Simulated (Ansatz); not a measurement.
Candidates (primitive cells; geometry: relaxed with this functional, without spin-orbit coupling):
A. NbRh₃ (Pm-3m), a = 3.845 Å, b = 3.845 Å, c = 3.845 Å, α = 90.00°, β = 90.00°, γ = 90.00°
B. Ag (Fm-3m), a = b = c = 2.866 Å, α = β = γ = 60.00°
C. NbAu2 (P6/mmm), a = b = 4.6217 Å, c = 2.7283 Å, α = β = 90.00°, γ = 120.00°
D. PtBi (P6_3/mmc), a = 4.363 Å, b = 4.363 Å, c = 5.483 Å, α = 90.00°, β = 90.00°, γ = 120.00°
E. NiS (P6_3/mmc), a = 3.4051 Å, b = 3.4051 Å, c = 5.0756 Å, α = 90.00°, β = 90.00°, γ = 120.00°

Rank these by resistivity at 300 K (highest first), as PBEsol, DFPT electron-phonon coupling, linearised Boltzmann equation run with Ansatz (a quantum-chemistry and plane-wave program) gives it.

E (42 μΩ·cm), C (19.9 μΩ·cm), D (11.4 μΩ·cm), A (8.2 μΩ·cm), B (1.64 μΩ·cm)

Metals; harmonic phonons alone scatter; means over directions. Halving the electron mesh moves these values by up to 8 %; q meshes are mostly untested. Some of the runs warned that the eigensolver left states short of its tolerance. Spin-orbit coupling is left out.

Formula and space group known from diffraction (Crystallography Open Database), not checked to be the room-temperature form: NbAu2 (P6/mmm), NbRh3 (Pm-3m), NiS (P6_3/mmc), PtBi (P6_3/mmc). Treated as nonmagnetic (a ferromagnetic start lost its moment, other orders weren't tried): NiS (P6_3/mmc). The missing spin-orbit coupling matters most for NbAu2 (P6/mmm), PtBi (P6_3/mmc).
